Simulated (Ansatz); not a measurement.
Start from NiSi (space group Pnma, No. 62; a = 5.1189 Å, b = 3.3423 Å, c = 5.5634 Å; non-magnetic). Axes: x, y, z lie along a, b, c of the conventional cell.

Level of theory: plane-wave PAW DFT at the r2SCAN level (Ansatz, a program for electronic structure, 500 eV), scalar-relativistic without spin-orbit coupling.

Base values:

```
Property           Result
---------------  --------
Volume per atom  11.90 Å³
Pressure          0.0 GPa
```

Now apply this change: compressive biaxial strain of 1.74 % in the plane normal to [001], as in epitaxy on a mismatched substrate; the out-of-plane cell vector and the atoms relax.

### Question
What does the calculation give for the volume per atom after the change?

### Answer
The volume per atom drops by 0.19 Å³, from 11.90 Å³ to 11.71 Å³.

### Question
What does the calculation give for the pressure after the change?

### Answer
The pressure (mean of the normal stresses, compression positive) goes from zero to 3.7 GPa.

Without a gap, meshes like the base's 9×14×9 leave anisotropic stresses uncertain by several tenths of a GPa, and small strain energies with them. Stability against distortions was not tested. Seeded moments were not kept for the base. The final runs are not spin-polarised.
